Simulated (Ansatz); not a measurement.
## Several settings converged on LaNiGe3 (I4mm, 5 atoms in the cell)

```xyz
5
Lattice="-2.1944 2.1944 4.8265 2.1944 -2.1944 4.8265 2.1944 2.1944 -4.8265" Properties=species:S:1:pos:R:3 pbc="T T T"
La     0.0000     0.0000     5.5706
Ni     0.0000     0.0000     2.2597
Ge     0.0000     2.1944     3.1848
Ge     2.1944     0.0000     3.1848
Ge     0.0000     0.0000     9.5658
```

Base method: LDA (PW92), default PAW files made with PBE (plane waves; Ansatz, an electronic-structure program).

Base settings: basis.ecutwfc = 420 eV; kpoints.mp_grid.grid = 8 8 8; hamiltonian.xc = lda; hamiltonian.pseudopotentials = {kind: paw} (the program's default PAW files); scf.occupations.method = gaussian; scf.occupations.width = 0.1 eV.

The count of work is k-points × plane waves × bands × iterations; it is no time. Core times come from one kind of shared machine, to one figure; runs under 30 s give none.

**The k-point mesh at a smearing width of 0.02 eV**

In this ladder: scf.occupations.width = 0.02 eV.

Only quantities that move along the ladder and can be compared are tabulated.

```csv
kpoints.mp_grid.grid,free energy less the last step's (meV/atom),pressure (GPa),largest difference of a force vector from the last step's (eV/Å),count of work / last,core time / last (rough)
4 4 4,22.19,-4.13,0.238,0.016,–
6 6 6,7.57,-4.25,0.030,0.036,–
8 8 8,-0.58,-4.37,0.016,0.081,–
12 12 12,1.13,-4.36,0.044,0.22,0.2
17 17 17,0.01,-4.35,0.011,0.56,0.5
21 21 21,0.00,-4.33,0.000,1.0,1
```

Coarsest kpoints.mp_grid.grid that holds the free energy within 2 meV/atom of the last step, with all finer ones: 8 8 8, at 0.081 of the last step's count of work; the step before is off by 7.6 meV/atom.

Coarsest kpoints.mp_grid.grid that holds the pressure within 0.1 GPa of the last step, with all finer ones: 6 6 6, at 0.036 of the last step's count of work; the step before is off by 0.20 GPa.

Coarsest kpoints.mp_grid.grid that holds the forces within 0.02 eV/Å: not settled: the last two steps still differ by 0.011 eV/Å, over half the tolerance, so the ladder does not show it.

**The width of Fermi-Dirac smearing**

In this ladder: kpoints.mp_grid.grid = 13 13 13; scf.occupations.method = fermi_dirac.

Narrow widths need finer meshes than wide ones, so the last steps can hold mesh noise.

Only quantities that move along the ladder and can be compared are tabulated; pressure and forces are left out, as mesh noise rules them at narrow widths.

```tsv
scf.occupations.width	free energy less the last step's (meV/atom)	energy extrapolated to zero width less the last step's (meV/atom)	core time / last (rough)
1 eV	-912.12	106.06	2
0.5 eV	-174.03	40.81	2
0.3 eV	-46.37	11.05	1
0.1 eV	0.00	0.00	1
```

Widest scf.occupations.width that holds the free energy within 5 meV/atom: not settled: the last two steps still differ by 46 meV/atom, over half the tolerance, so the ladder does not show it.

Widest scf.occupations.width that holds the energy extrapolated to zero width within 2 meV/atom: not settled: the last two steps still differ by 11 meV/atom, over half the tolerance, so the ladder does not show it.

The extrapolation to zero width removes most of the smearing's effect on the energy.

On the base run: the starting cell comes from a database of computed structures (which also holds hypothetical and non-ambient phases and stackings), without a prior relaxation at this level. Its lattice was rescaled by up to half a per cent. One atom was moved a little off its site on purpose. Spin polarisation is off. In the base run, with a pressure of about -4 GPa the cell is away from its equilibrium volume at this level. Ansatz's pressure includes its estimate of the finite-basis (Pulay) stress.

Left out of this page: 2 runs of the series outside the window shown, repeating another row's setting, or not comparable.

Keys are those of Ansatz 0.2.
